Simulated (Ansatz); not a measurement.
**WS2: uniaxial strain ε_zz = −1.80 %**

Start from WS2 (space group P6_3/mmc, No. 194; a = 3.115 Å, c = 11.772 Å; layered, stacked along the Cartesian z axis). Axes: x lies along a and z along c of the hexagonal cell.

One thing is altered: uniaxial strain ε_zz = −1.80 %, all other strain components held at zero, atoms relaxed at fixed cell.

Level of theory: Ansatz (a quantum-chemistry and plane-wave program), PBEsol-D3(BJ), PAW, cutoff 420 eV, no spin-orbit coupling. Γ-centred 12×12×3 mesh, Fermi–Dirac width 0.05 eV.

| quantity | base | changed | shift |
|---|---|---|---|
| volume per atom | 16.48 Å³ | 16.19 Å³ | -0.297 Å³ |
| shortest interatomic distance | 2.389 Å | 2.386 Å | -0.003 Å |
| energy relative to the base (free energy F) | 0 meV/atom | +1.9 meV/atom | +1.9 meV/atom |
| pressure (mean of the normal stresses, compression positive) | 0.00 GPa | 0.95 GPa | +0.95 GPa |
| band gap | 0.65 eV | 0.54 eV | -0.11 eV |
| gap character | indirect, Γ → K–Γ (44 % along) | indirect, Γ → K–Γ (44 % along) | – |
| smallest direct gap | 1.92 eV | 1.89 eV | -0.03 eV |
| width of the top valence band | 2.05 eV | 2.13 eV | +0.08 eV |
| electron mass | 0.39 mₑ along c, 0.46 mₑ across (off the special points) | 0.38 mₑ along z, 0.45 mₑ across (off the special points) | – |
| hole mass | 0.96 mₑ along c, 0.46 mₑ across (at Γ) | 1.1 mₑ along z, 0.39 mₑ across (at Γ) | – |
| valence-band top at Γ (three highest levels, from the VBM) | 0.00, -1.26, -1.60 eV | 0.00, -1.14, -1.68 eV | – |
| stress (xx, yy, zz, yz, xz, xy; compression positive) | – | (0.36, 0.36, 2.13, 0.00, 0.00, 0.00) GPa | – |

Cost of the whole job for the changed cell (relaxation, final SCF and bands): very roughly 60 core-seconds.

With W present, leaving out spin-orbit coupling can change the band edges. Masses are band curvatures over ±0.01 Å⁻¹ around the edge. Whether these cells are dynamically stable was not tested.
